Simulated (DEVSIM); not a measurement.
# abrupt Si p-n junction

Device: abrupt Si p-n junction, at 250 K.

```tsv
layer (left to right)	material	thickness (μm)	Nd (cm⁻³)	Na (cm⁻³)	τn (s)	τp (s)
1	Si	59.0	-	3.3e14	0.00014	0.00014
2	Si	5.20	4.3e14	-	0.00014	0.00014
```

Left contact: ohmic. Right contact: ohmic. Voltage is applied to the left contact. Recombination: SRH at mid-gap, radiative. Mobility is constant in doping.

The device is made up for the run: typed textbook-type constants, with dimensions and the other settings drawn at random. Values at 300 K; Nc and Nv go as T^1.5, mobilities as T to minus their exponent, the gap by Varshni's rule with the affinity fixed.

```tsv
parameter	Si
gap (eV)	1.124
affinity (eV)	4.05
permittivity	11.7
Nc (cm⁻³)	2.86e19
Nv (cm⁻³)	3.1e19
μn (cm²/Vs)	1417
μp (cm²/Vs)	470
T exponent of μn	2.3
T exponent of μp	2.2
B (cm³/s)	4.7e-15
Varshni α (eV/K)	0.000473
Varshni β (K)	636
```

DEVSIM, 1D drift-diffusion, Boltzmann statistics, complete ionisation; no tunnelling, impact ionisation, image-force lowering or self-heating.

```yaml
potential_step_across_the_device_at_zero_bias: 0.662 V
largest_field_in_the_device_at_zero_bias: 6000 V/cm
Dark forward voltage at 1 A/cm²: 0.711 V
```

Dark forward current:

(V (V), J (A/cm²)): (0.05, 2.4e-12); (0.10, 1.7e-11); (0.15, 1.3e-10); (0.20, 1.2e-9); (0.30, 1.2e-7); (0.35, 1.2e-6); (0.40, 1.2e-5); (0.45, 0.00012); (0.50, 0.0012); (0.55, 0.011); (0.60, 0.082); (0.70, 0.86); (0.75, 1.7); (0.80, 3.0); (0.85, 4.7); (0.90, 6.8); (0.95, 9.3); (1.05, 16); (1.10, 19); (1.15, 24); (1.20, 28); (1.25, 33); (1.30, 39); (1.35, 45); (1.45, 58); (1.50, 65); (1.55, 72); (1.60, 80)

Dark reverse current:

```json
[
 {"V (V)": "-0.40", "J (A/cm²)": "-3.1e-12"},
 {"V (V)": "-1.00", "J (A/cm²)": "-6.3e-12"},
 {"V (V)": "-2.00", "J (A/cm²)": "-1.0e-11"},
 {"V (V)": "-3.00", "J (A/cm²)": "-1.4e-11"},
 {"V (V)": "-4.00", "J (A/cm²)": "-1.7e-11"},
 {"V (V)": "-6.00", "J (A/cm²)": "-2.2e-11"},
 {"V (V)": "-8.00", "J (A/cm²)": "-2.6e-11"},
 {"V (V)": "-10.00", "J (A/cm²)": "-3.0e-11"}
]
```
